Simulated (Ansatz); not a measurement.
We consider CsCl-type CoAl, described by r²SCAN-D4 in Ansatz (PAW).

Numerical settings: plane-wave cutoff 560 eV, 20×20×20 k mesh, Fermi–Dirac smearing 0.05 eV, no spin polarisation, scalar-relativistic PAW data made under PBE.

Energies at three volumes about the minimum:

```tsv
V (Å³/atom)	E − E_lowest (meV/atom)
10.926	2.91
11.149	0.00
11.372	2.74
```

Fit a parabola by hand: where is the minimum, what lattice constant follows, and what is the bulk modulus?

Slopes: (0.00 − 2.91)/(11.149 − 10.926) = -13.049 and (2.74 − 0.00)/(11.372 − 11.149) = 12.287 meV/Å³. Curvature E″ = 2 × (12.287 − (-13.049))/(11.372 − 10.926) = 113.614 meV/Å⁶. From the middle of the first interval, the slope vanishes at V0 = 11.0375 − (-13.049)/113.614 = 11.152 Å³/atom. B = V0 E″ = 11.152 × 113.614 meV/Å³ × 0.1602 GPa per meV/Å³ = 203 GPa. With 2 atoms in the cube, a = (2 × 11.152)^(1/3) = 2.815 Å. The full Birch–Murnaghan fit to all volumes gives V0 = 11.149 Å³/atom and B0 = 203 GPa.

Measured, for comparison: bulk modulus 162 GPa, lattice constant a 2.861 Å (room temperature, no zero-point or thermal correction; as tabulated in Yamada et al. (2019), arXiv:1910.09660). Computed (rounded) less measured: bulk modulus +25 %.

Ansatz is an electronic-structure program.
